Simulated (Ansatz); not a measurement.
## How the bulk modulus of W₂B (I4/mcm, No. 140, 6 atoms in the cell; start mp-1113) moves with the method

No measured value is used here.

```json
[
 {"level (code)": "LDA (Ansatz)", "value (GPa)": "360", "cell (Å³/atom)": "11.93"},
 {"level (code)": "PBEsol (Ansatz)", "value (GPa)": "348", "cell (Å³/atom)": "12.13"},
 {"level (code)": "r²SCAN (Ansatz)", "value (GPa)": "347", "cell (Å³/atom)": "12.26"}
]
```

Density-functional levels without +SOC have no spin–orbit coupling. LDA, PBEsol, r²SCAN: the run has no spin polarisation, so it can have missed a magnetic state. LDA, PBEsol, r²SCAN: the bulk modulus is −V dP/dV from two relaxed cells at ±2 % in volume. LDA, PBEsol, r²SCAN: the relaxation could not lower the start's symmetry, so the cell can be a saddle point above a distorted one. Each level is taken at its own relaxed cell. Cutoffs differ between the levels. Ansatz's density-functional and Hartree–Fock values are scalar-relativistic unless marked +SOC, with PAW data made under PBE.

A start named mp-… is a Materials Project structure, which need not be a measured phase.

Ansatz is a quantum-chemistry and plane-wave program.
